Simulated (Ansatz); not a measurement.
Take CaTiO3 in the cubic perovskite structure (space group Pm-3m, No. 221; a = 3.841 Å; a model cell) as the base. Axes: x, y, z lie along the cube axes.

Method: Kohn–Sham DFT with the PBEsol functional, run in Ansatz (an electronic-structure program) with PAW and 420 eV plane waves, spin-orbit coupling left out, earlier PAW set.

A first run, uniaxial strain ε_xx = +0.82 %, gives secant values C11 ≈ 350 GPa and C12 ≈ 100 GPa from its stress. A second run applies isotropic strain +1.42 %.

Q: What does linear elasticity predict for the bulk modulus −ΔP/(ΔV/V₀) in the second run, and what does the run give?

A: Linear elasticity: (C11 + 2 C12)/3 = 180 GPa. The run gives 170 GPa; any difference comes from nonlinear terms at these strains and numerical noise.

No phonon test of stability was made. The final runs are not spin-polarised. Many cubic perovskites are stable only at high temperature; tilts and polar distortions were not tested.
